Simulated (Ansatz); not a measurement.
The starting structures come from a database of crystals and need not be the phases stable at ambient conditions.

The decay constant κ of evanescent states in the gap governs leakage through a thin film.

Consider the following.

```xyz
10
Lattice="5.7927 0.0000 0.0000 0.0000 8.1180 0.0000 2.8963 -4.0590 2.8843" Properties=species:S:1:pos:R:3 pbc="T T T"
Sr     2.9412     6.0885     0.0000
Sr     5.7478    -2.0295     2.8843
Hf     0.0000     0.0000     0.0000
Hf     0.0000     4.0590     0.0000
O      4.3445     4.3779     1.4421
O      4.3445    -0.3189     1.4421
O      1.4482     3.7401     1.4421
O      1.4482     0.3189     1.4421
O      0.4220     6.0885     0.0000
O      5.3707     2.0295     0.0000
```

Space group of this cell: Imma. The cell is taken as given.

Transport runs along the normal of the first two printed cell vectors.

The gap is the functional's own, uncorrected, and κ follows it; spin-orbit coupling is left out. Mid-gap values are interpolated between the computed energies.

Question: Predict the band gap and the smallest decay constant κ at mid-gap from PBEsol (Ansatz, a quantum-chemistry and plane-wave program).

Answer: Gap 3.99 eV on a 10×10×10 mesh; κ = 0.296 1/Å, at the zone centre.
